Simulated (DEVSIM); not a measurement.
Structure: abrupt Ge p-n junction, at 400 K.

Layer 1 from the left is Ge, thickness (μm) 7.70, Na (cm⁻³) 9e15, τn (s) 2.7e-7, τp (s) 2.7e-7. Layer 2 from the left is Ge, thickness (μm) 100, Nd (cm⁻³) 4.2e17, τn (s) 2.7e-7, τp (s) 2.7e-7.

Left contact: ohmic. Right contact: ohmic. Voltage is applied to the left contact. Recombination: SRH at mid-gap, radiative. Mobility is μmin + (μ − μmin)/(1 + (N/Nref)^α).

The device is made up for the run: typed textbook-type constants, with dimensions and the other settings drawn at random. Values at 300 K; Nc and Nv go as T^1.5, mobilities as T to minus their exponent, the gap by Varshni's rule with the affinity fixed.

Ge: gap (eV) 0.664, affinity (eV) 4, permittivity 16, Nc (cm⁻³) 1.04e19, Nv (cm⁻³) 6e18, μn (cm²/Vs) 3900, μp (cm²/Vs) 1900, μn,min 150, μp,min 100, Nref,n 2.6e17, Nref,p 4e17, αn 0.56, αp 0.6, T exponent of μn 1.66, T exponent of μp 2.33, B (cm³/s) 6.4e-14, Varshni α (eV/K) 0.000477, Varshni β (K) 235.

Simulated with DEVSIM: 1D drift-diffusion, Boltzmann statistics, complete ionisation; no tunnelling, impact ionisation, image-force lowering or self-heating.

Q: What does the simulation give for the dark forward voltage at 100 A/cm², the potential step across the device at zero bias?

A: dark forward voltage at 100 A/cm² 0.141 V; potential step across the device at zero bias 0.260 V.
